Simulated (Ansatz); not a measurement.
# Ni2Si: pressure series

The parent structure is Ni2Si (space group Pnma, No. 62; a = 4.916 Å, b = 3.698 Å, c = 7.008 Å; non-magnetic).

Cell and atoms are relaxed at each pressure.

All numbers come from PBEsol (Ansatz, a first-principles code; PAW; 420 eV plane waves; spin-orbit coupling left out).

Notes on the quantities. enthalpy: H = E + PV relative to the base's energy.

```
case                   enthalpy  volume per atom
----------------  -------------  ---------------
base                          –         10.62 Å³
pressure 0.3 GPa  +0.02 eV/atom         10.60 Å³
pressure 0.7 GPa  +0.05 eV/atom         10.58 Å³
pressure 1.5 GPa  +0.10 eV/atom         10.54 Å³
```

Load acts through the strain it causes; cell and atoms are relaxed under it. Stability against distortions was not tested. Seeded moments were not kept for the base. All final runs are without spin polarisation.
